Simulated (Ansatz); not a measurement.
Results of HSE06 (Ansatz, a quantum-chemistry and plane-wave program, plane waves, PAW) for CaScO2F (model structure, started from the SrVO2H type, P4/mmm, No. 123, 5 atoms in the cell).

Numerical settings: plane-wave cutoff 460 eV, 6×6×6 k mesh, Fermi–Dirac smearing 0.01 eV, scalar-relativistic PAW data made under PBE.

Cell (relaxed with PBEsol):

```
CELL_PARAMETERS angstrom
      4.06062     0.00000     0.00000
      0.00000     4.06062     0.00000
      0.00000     0.00000     3.95869
ATOMIC_POSITIONS crystal
  Ca 0.50000 0.50000 0.50000
  Sc 0.00000 0.00000 0.00000
  O  0.50000 0.00000 0.00000
  O  0.00000 0.50000 0.00000
  F  0.00000 0.00000 0.50000
```

Q: What does this level give for the band gap and smallest direct gap on the k points sampled?

A: 
band gap: 4.31 eV (on the SCF k mesh) (indirect)
smallest direct gap on the k points sampled: 4.85 eV

Note: the relaxation could raise the start's symmetry but not lower it, so the cell can be a saddle point; cell and atoms aren't relaxed at this level (pressure 1.4 GPa).

The computed numbers hold no vibrational or temperature effects.

The result took around 2.5 core-minutes (rough).

A model structure was made by putting elements into a prototype or built by hand; it is no filed structure, need not be a known phase, and can be a saddle point held by its symmetry.
